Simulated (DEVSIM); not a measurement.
Device: illuminated Si p-on-n cell, one wavelength, at 300 K.

| layer (left to right) | material | thickness (μm) | Nd (cm⁻³) | Na (cm⁻³) | τn (s) | τp (s) | absorption coefficient (cm⁻¹) |
|---|---|---|---|---|---|---|---|
| 1 | Si | 0.0650 | - | 7.7e17 | 2.4e-5 | 7.1e-5 | 170 |
| 2 | Si | 89.0 | 9.1e16 | - | 8.4e-5 | 8.4e-5 | 170 |

Left contact: ohmic, minority electron recombination velocity 400 cm/s. Right contact: ohmic, minority hole recombination velocity 60 cm/s. Voltage is applied to the left contact. Recombination: SRH at mid-gap, radiative, Auger. Light enters at the left, 3.5e16 photons cm⁻² s⁻¹, one pass, no reflection. Mobility is constant in doping.

The device is made up for the run: typed textbook-type constants, with dimensions and the other settings drawn at random. Values at 300 K.

```
parameter           Si
-------------  -------
gap (eV)         1.124
affinity (eV)     4.05
permittivity      11.7
Nc (cm⁻³)      2.86e19
Nv (cm⁻³)       3.1e19
μn (cm²/Vs)       1417
μp (cm²/Vs)        470
B (cm³/s)      4.7e-15
Cn (cm⁶/s)     2.8e-31
Cp (cm⁶/s)     9.9e-32
```

Simulated with DEVSIM: 1D drift-diffusion, Boltzmann statistics, complete ionisation; no tunnelling, impact ionisation, image-force lowering or self-heating.

The photon flux was swept, all else fixed.

```csv
photon flux (cm^-2 s^-1),open-circuit voltage (V),short-circuit current (mA/cm²),fill factor,largest power (mW/cm²)
1e15,0.560,0.120,0.82,0.0550
3.5e15,0.593,0.420,0.83,0.206
1e16,0.620,1.20,0.83,0.619
3.5e16,0.652,4.20,0.84,2.30
1e17,0.679,12.0,0.84,6.88
3.5e17,0.712,42.0,0.85,25.3
1e18,0.740,120,0.85,75.7
```

From the first row to the last the open-circuit voltage goes from 0.560 to 0.740. From the first row to the last the short-circuit current goes from 0.120 to 120.
